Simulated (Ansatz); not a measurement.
Levels about the gap of amorphous Al28O45H6 (79 atoms in a cell of 836 Å³, 2.94 g/cm³; zone centre alone, so wide bands show as single levels with stretches between that a denser mesh fills), at the geometry that PBE relaxed, where it gives 0.1 GPa on a denser mesh. The participation number counts the atoms over which a state spreads; weights are charges in smoothed Voronoi cells. The levels come from a single point, so bond lengths are those of that geometry. Method of the levels: PBE, scalar-relativistic without spin-orbit coupling (Ansatz, a first-principles code). Sampling: the zone centre alone; Fermi-Dirac width 0.02 eV; no spin polarisation. At PBE the levels at the filled edge of the gap are localised (band-tail or defect states).

It comes from a melt-quench run on a machine-learned potential (CHGNet), relaxed afterwards by DFT. O atoms were pushed apart under 1.9 Å during the dynamics, to hinder bonds among them. The hot cell started wider than the set density and was brought back towards it in steps. It is the lowest in DFT energy of 2 quenches. It is a model cell: composition and starting density were chosen by hand, and all elements were melted together. No dispersion term was used. Its density started from a set value of 2.95 and ended at 2.94 g/cm³. The simulated quench (nominally 690 K/ps over its main leg) is rapid and tends to freeze in more defects than a deposited or slowly cooled glass has. A cell of this size samples the disorder only roughly. The volume was free in the relaxation, at fixed shape. Stress components on the final sampling reach 3.3 GPa.

```csv
"E - E(highest filled), eV",filling,participation number,largest on,weight O,weight Al,weight H
-0.31,filled,18.8,"O, 3 neighbours",0.93,0.05,0.02
-0.23,filled,17.5,"O, 3 neighbours",0.93,0.05,0.01
-0.23,filled,8.9,"O, 3 neighbours",0.93,0.05,0.02
-0.16,filled,5.7,"O, 3 neighbours",0.94,0.04,0.01
-0.10,filled,14.7,"O, 3 neighbours",0.94,0.05,0.01
-0.02,filled,7.3,"O, 3 neighbours",0.94,0.05,0.01
0.00,filled,6.5,"O, 3 neighbours",0.94,0.05,0.01
3.44,empty,62.9,"Al, 4 neighbours",0.54,0.41,0.06
5.15,empty,22.2,"Al, 4 neighbours",0.54,0.44,0.03
5.69,empty,36.1,"Al, 4 neighbours",0.55,0.39,0.06
5.71,empty,34.7,"Al, 4 neighbours",0.56,0.40,0.04
5.90,empty,27.7,"Al, 4 neighbours",0.56,0.40,0.05
6.06,empty,35.7,"Al, 5 neighbours",0.58,0.38,0.04
6.21,empty,50.1,"Al, 5 neighbours",0.55,0.38,0.07
```

Most localised among these is the filled level at -0.16 eV, on a O atom, which has 3 neighbours (Al 1.82 Å, Al 1.89 Å, Al 2.02 Å).
